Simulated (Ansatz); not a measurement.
N on the 1x1 (0001) surface of hcp Ru, one in a 3x3 cell, energies for each (57.7 Å²). Energies are against ½ N2(g), without zero-point or thermal terms; each row is named by its start.

Calculation: PBE (plane waves to 420 eV, PAW; Ansatz, a first-principles code).

Set-up: 37 atoms, 6.3 Å thick at the start under the adsorbate (thin: gaps and levels are the slab's own); mesh 4x4x1; 0.1 eV smearing; dipole correction on; 18 atoms held, the rest relaxed; each run with such symmetry as its start has; spin where the adsorbate may keep a moment, no spin-orbit, no U, no dispersion correction.

A negative adsorption energy means that the adsorbate is more stable on the surface than in its reference. Starts that drift may end in the same place. Heights count from the host atoms within 0.3 Å of the top one.

```tsv
starting site	E_ads (eV)	height (Å)	nearest host atom (Å)	bonded to	Δ work function (eV)	lateral drift (Å)	moment (μB)
top Ru	0.70	1.64	Ru 1.64	Ru	?	0.0	0.0
hollow Ru-Ru-Ru	-0.49	1.10	Ru 1.92	3 Ru	0.13	0.0	–
hollow Ru-Ru-Ru over Ru at depth 2.1 Å	-1.12	1.02	Ru 1.91	3 Ru	0.12	0.0	–
bridge Ru-Ru (span 2.7 Å)	-1.12	1.03	Ru 1.91	3 Ru	0.12	0.8	–
```

Q: Complete the blanks.

A: 
- top Ru, Δ work function (eV): 0.34
